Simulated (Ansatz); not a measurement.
# Al: element substitutions

Start from Al in the fcc (Cu type) structure (space group Fm-3m, No. 225; a = 4.014 Å).

Each row replaces one element on all its sites; cell and atoms are relaxed.

The values are results of Kohn–Sham DFT with the PBEsol functional, run in Ansatz (a program for electronic structure) with PAW and 420 eV plane waves, no SOC, not measurements.

Candidates:
(a) Al → Mg
(b) Al → Be
(c) Al → Sb

Base values:

The lattice parameter a comes out as 7.586 bohr.

### Question
Order them by lattice parameter a, lowest first.

### Answer
(b) Al → Be (5.949 bohr), (a) Al → Mg (8.492 bohr), (c) Al → Sb (8.911 bohr)

Whether these cells are dynamically stable was not tested. As relaxed here, Be is a hypothetical phase, not in the database extracts checked. For Mg in this form, whether it has been made was not checked. This is not the structure that Mg has at room temperature and ambient pressure. This is not the structure that Sb has at room temperature and ambient pressure.
